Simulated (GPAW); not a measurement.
Troubleshooting GPAW: a failed run on K2Zn3GeAs4 (C222, 10 atoms in the cell). The aim is a self-consistent single point with DFT LDA (Perdew-Wang 92), plane waves, GPAW PAW datasets LDA (gpaw-data 1.0.1).

Cell that was meant: a = 7.8567 Å, b = 7.8567 Å, c = 5.8333 Å, α = 90.00°, β = 90.00°, γ = 136.33°.

Part of the input:

```python
            occupations={'name': 'marzari-vanderbilt', 'width': 0.136},
            nbands=-18,
            symmetry={'symmorphic': False, 'tolerance': 0.0005},
            maxiter=3,
            txt='-')

atoms.calc = calc
```

Output (repeated stretches shortened):

```
     iter     time        total  log10-change:
                         energy   eigst   dens
iter:   1 --:--:--   -38.980876
iter:   2 --:--:--   -39.056626   -0.63  -1.18
iter:   3 --:--:--   -38.263383   -1.41  -1.23

Did not converge!

Here are some tips:

1) Make sure the geometry and spin-state is physically sound.
2) Use less aggressive density mixing.
3) Solve the eigenvalue problem more accurately at each scf-step.
4) Use a smoother distribution function for the occupation numbers.
5) Try adding more empty states.
6) Use enough k-points.
7) Don't let your structure optimization algorithm take too large steps.
8) Solve the Poisson equation more accurately.
9) Better initial guess for the wave functions.

See details here:

    https://gpaw.readthedocs.io/documentation/convergence.html
Traceback (most recent call last):
   [... frames left out ...]
gpaw.KohnShamConvergenceError: Did not converge!  See text output for help.
```

Task: What is wrong, and how is it fixed?

Result: The fault is an iteration limit that is too low. The loop is cut before its threshold is met, so whatever is printed at the end is not self-consistent. To fix it, raise the limit, or leave it to the default. The run ended unconverged after 3 iterations.

An input that runs soundly differs in these lines (not the only fix; some lines may just follow from the change or write a value another way):
```diff
-            maxiter=3,
+            maxiter=150,
```

With that input, the run converged in 22 iterations: free energy E − TS (from the program's reference atoms) -38.0699 eV; Fermi level (on the code's own zero) 4.04 eV; pressure -4.47 GPa; largest force (vector length) 0.509 eV/Å (DFT LDA (Perdew-Wang 92), plane waves, GPAW PAW datasets LDA (gpaw-data 1.0.1)).

On the sound input: the starting cell comes from a database of computed structures (which also holds hypothetical and non-ambient phases and stackings), without a prior relaxation at this level. With a pressure of about -4 GPa the cell is away from its equilibrium volume at this level. The run gives no clean gap (levels at the Fermi energy touch, overlap or are partly filled at this smearing), which alone does not show that the compound is a metal. Without a gap this mesh is coarse (it stands for a supercell whose shortest vector is 17 Å).
